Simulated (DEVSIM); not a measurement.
System: Schottky contact on n-type β-Ga2O3, at 350 K.

| layer (left to right) | material | thickness (μm) | Nd (cm⁻³) | τn (s) | τp (s) |
|---|---|---|---|---|---|
| 1 | β-Ga2O3 | 1.00 | 2.7e15 | 6.3e-9 | 6.3e-9 |

Left contact: Schottky, work function 5.32 eV, emission velocity 8.3e6 cm/s. Right contact: ohmic. Voltage is applied to the left contact. Recombination: SRH at mid-gap, Auger. Mobility is constant in doping.

Constants are typed, rounded textbook-type inputs, not results; the design itself was drawn at random and stands for no fabricated device. Values at 300 K; Nc and Nv go as T^1.5, mobilities as T to minus their exponent, the gap by Varshni's rule with the affinity fixed.

```csv
parameter,β-Ga2O3
gap (eV),4.8
affinity (eV),4
permittivity,10
Nc (cm⁻³),3.7e18
Nv (cm⁻³),5e20
μn (cm²/Vs),160
μp (cm²/Vs),1
T exponent of μn,1.8
T exponent of μp,1.5
Cn (cm⁶/s),1e-31
Cp (cm⁶/s),1e-31
Varshni α (eV/K),0.0004
Varshni β (K),600
```

Simulated with DEVSIM: 1D drift-diffusion, Boltzmann statistics, complete ionisation; no tunnelling, impact ionisation, image-force lowering or self-heating. Metal contacts follow the ideal Schottky-Mott rule: no Fermi-level pinning, no interface dipoles.

Q: Tabulate band edges, carrier densities and field at zero bias.

A: Energies count from the Fermi level of the right contact; mesh points crowd at the junctions.

```csv
x (μm),Ec (eV),Ev (eV),n (cm⁻³),p (cm⁻³),field (V/cm)
0.000,1.320,-3.468,< 1e2,< 1e2,-32000
0.007888,1.295,-3.494,< 1e2,< 1e2,-32000
0.01824,1.262,-3.526,< 1e2,< 1e2,-31000
0.03182,1.220,-3.569,< 1e2,< 1e2,-31000
0.05570,1.148,-3.640,140,< 1e2,-30000
0.08098,1.075,-3.714,1600,< 1e2,-28000
0.1142,0.984,-3.805,32000,< 1e2,-27000
0.1724,0.836,-3.952,4200000,< 1e2,-24000
0.2342,0.699,-4.090,4.1e8,< 1e2,-21000
0.3022,0.568,-4.220,3.1e10,< 1e2,-17000
0.4045,0.415,-4.374,5.0e12,< 1e2,-12000
0.5577,0.279,-4.509,4.4e14,< 1e2,-5400
0.6690,0.241,-4.547,1.6e15,< 1e2,-1900
0.7538,0.231,-4.558,2.2e15,< 1e2,-730
0.8338,0.227,-4.561,2.5e15,< 1e2,-280
0.8794,0.226,-4.562,2.6e15,< 1e2,-160
0.9141,0.226,-4.563,2.6e15,< 1e2,-110
0.9405,0.225,-4.563,2.7e15,< 1e2,-87
0.9655,0.225,-4.563,2.7e15,< 1e2,-74
0.9797,0.225,-4.564,2.7e15,< 1e2,-70
0.9906,0.225,-4.564,2.7e15,< 1e2,-68
1.000,0.225,-4.564,2.7e15,< 1e2,-67
```
